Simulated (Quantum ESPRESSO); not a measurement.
# Short convergence ladders for As (R-3m, 2 atoms in the cell)

```yaml
crystal:
  lattice:
    - [1.88940, -1.09085, 3.53425]
    - [0.00000, 2.18169, 3.53425]
    - [-1.88940, -1.09085, 3.53425]
  atoms:
    - { symbol: As, position: [0.23172, 0.23172, 0.23172] }
    - { symbol: As, position: [0.77300, 0.77300, 0.77300] }
```

Base method: PBE, GBRV 1.5 ultrasoft (PBE) pseudopotentials (plane waves; Quantum ESPRESSO 7.5).

Base settings: ecutwfc = 40 Ry; ecutrho = 200 Ry; occupations = smearing; smearing = fd; degauss = 0.0073499 Ry; potentials = {As: as_pbe_v1.uspp.F.UPF}; K_POINTS = automatic 9 9 9 0 0 0; conv_thr = 1e-10 Ry; mixing_beta = 0.7.

The count of work is k-points × plane waves × bands × iterations; it is no time. 

**Shifted k-point meshes**

Only quantities that move along the ladder and can be compared are tabulated.

```tsv
K_POINTS	free energy less the last step's (meV/atom)	pressure (GPa)	largest difference of a force vector from the last step's (eV/Å)	count of work / last
automatic 2 2 2 1 1 1	-23.57	5.45	0.208	0.00064
automatic 3 3 3 1 1 1	27.94	2.30	0.757	0.0022
automatic 4 4 4 1 1 1	-19.21	1.76	0.267	0.0036
automatic 6 6 6 1 1 1	-14.56	1.20	0.095	0.010
automatic 8 8 8 1 1 1	-6.78	1.26	0.028	0.022
automatic 10 10 10 1 1 1	-2.74	1.25	0.002	0.040
automatic 12 12 12 1 1 1	-0.97	1.26	0.012	0.066
automatic 15 15 15 1 1 1	0.04	1.28	0.007	0.13
automatic 31 31 31 1 1 1	0.00	1.29	0.000	1.0
```

Coarsest K_POINTS that holds the free energy within 0.5 meV/atom of the last step, with all finer ones: automatic 15 15 15 1 1 1, at 0.13 of the last step's count of work; the step before is off by 0.97 meV/atom.

Coarsest K_POINTS that holds the pressure within 0.2 GPa of the last step, with all finer ones: automatic 6 6 6 1 1 1, at 0.010 of the last step's count of work; the step before is off by 0.47 GPa.

**The width of Fermi-Dirac smearing**

In this ladder: K_POINTS = automatic 15 15 15 0 0 0.

Narrow widths need finer meshes than wide ones, so the last steps can hold mesh noise.

Only quantities that move along the ladder and can be compared are tabulated; pressure and forces are left out, as mesh noise rules them at narrow widths.

| degauss | free energy less the last step's (meV/atom) | energy extrapolated to zero width less the last step's (meV/atom) |
|---|---|---|
| 0.073499 Ry | -636.25 | 126.80 |
| 0.036749 Ry | -111.81 | 31.70 |
| 0.02205 Ry | -29.88 | 8.31 |
| 0.0147 Ry | -10.45 | 2.72 |
| 0.0073499 Ry | -1.58 | 0.36 |
| 0.0036749 Ry | 0.00 | 0.00 |

Widest degauss that holds the energy extrapolated to zero width within 2 meV/atom of the last step, with all finer ones: 0.0073499 Ry; the step before is off by 2.7 meV/atom.

Widest degauss that holds the free energy within 5 meV/atom of the last step, with all finer ones: 0.0073499 Ry; the step before is off by 10 meV/atom.

The extrapolation to zero width removes most of the smearing's effect on the energy.

**The mesh under tetrahedron occupations**

In this ladder: occupations = tetrahedra_opt; smearing = default; degauss = default.

Only quantities that move along the ladder and can be compared are tabulated.

```tsv
K_POINTS	free energy less the last step's (meV/atom)	pressure (GPa)	largest difference of a force vector from the last step's (eV/Å)	count of work / last
automatic 5 5 5 0 0 0	-20.38	1.01	0.159	0.014
automatic 6 6 6 0 0 0	-14.04	1.42	0.085	0.027
automatic 7 7 7 0 0 0	-10.37	1.18	0.032	0.033
automatic 8 8 8 0 0 0	-4.07	1.38	0.021	0.049
automatic 10 10 10 0 0 0	-1.71	1.32	0.005	0.088
automatic 16 16 16 0 0 0	0.23	1.35	0.006	0.32
automatic 24 24 24 0 0 0	0.00	1.34	0.000	1.0
```

Coarsest K_POINTS that holds the pressure within 0.2 GPa of the last step, with all finer ones: automatic 6 6 6 0 0 0, at 0.027 of the last step's count of work; the step before is off by 0.34 GPa.

Coarsest K_POINTS that holds the free energy within 5 meV/atom of the last step, with all finer ones: automatic 8 8 8 0 0 0, at 0.049 of the last step's count of work; the step before is off by 10 meV/atom.

Coarsest K_POINTS that holds the forces within 0.01 eV/Å: not settled: the last two steps still differ by 0.006 eV/Å, over half the tolerance, so the ladder does not show it.

On the base run: the starting cell has typed, rounded lattice constants, without a prior relaxation at this level. Its lattice was rescaled by up to half a per cent. One atom was moved a little off its site on purpose.

Left out of this page: 2 runs of the series outside the window shown, repeating another row's setting, or not comparable.
